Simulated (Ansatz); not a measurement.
Surface: Si(111) 1x1 surface, 6 top atoms, 3 bilayers, bottom bilayer H-capped and fixed, every top atom capped by H; cell 11.5 x 6.6 Å; two neighbouring H replaced by SH; about 7 Å thick over the host's atoms, 18 atoms held. All values below come from PBE-D3(BJ) (plane waves to 420 eV, PAW; Ansatz, a first-principles code). k mesh 1 x 2 x 1. The slab states were run without spin polarisation. Slab thickness, cell and mesh are as stated and are not converged limits. Energies are static: no zero-point or thermal part. Each state was relaxed from one prepared geometry.

End state of this step: the surface fragment of B2H6 exchanges a second ligand with a neighbouring S-H group. Atoms near the product:

```
atom   x (Å)   y (Å)   z (Å)
-----  -----  ------  ------
H(14)  0.014   0.063  11.037
H(29)  3.835  -0.019  10.998
S(48)  2.115  -3.209  11.627
H(49)  2.007   0.037  13.459
B(a0)  3.839   3.124  12.254
B(a1)  3.846   2.534  13.943
H(a2)  3.835   3.748  13.465
H(a3)  3.849   1.863  12.842
H(a5)  1.971  -0.554  12.992
H(a6)  4.903   2.380  14.478
H(a7)  2.791   2.367  14.480
```

What energy does it take to move H2 into the gas, one a cell, with the surface relaxed behind it, and what are its closest contacts before it leaves?

0.09 eV. Its closest contacts to the rest of the cell: H(49)...H(a7) 2.66 Å, H(49)...H(a3) 2.67 Å, H(a5)...H(29) 2.78 Å.
